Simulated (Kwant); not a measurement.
System: zigzag graphene ribbon with Haldane second-neighbour hopping. 10 zigzag chains, bond 0.142 nm, hopping 2.7 eV, scattering region 4.4 nm long; sites with one neighbour are removed; energy swept from -2.78 to 2.78 eV from the neutrality point. Staggered potential ±Δ on the two sublattices, Δ = 1.3 eV. Second-neighbour term iλ/(3√3) ν with λ = 0.74 eV, a model term that the material doesn't have.

The device is made up for the run: typed textbook-type constants, with dimensions and the other settings drawn at random.

Computed with Kwant: nearest-neighbour tight-binding model of a honeycomb sheet with an imaginary second-neighbour term, one spin, coherent transport at 0 K. Conductance is in e²/h.

Is the sheet in its topological phase, how wide is its bulk gap, and what conductance is due inside it?

At the two valleys the masses are λ ± Δ = 2.04 and -0.560 eV; the bulk gap is 2|λ − Δ| = 1.12 eV. λ < Δ, so the phase is trivial, and the gap gives G = 0. Simulated at 0.185 eV: 0 e²/h.
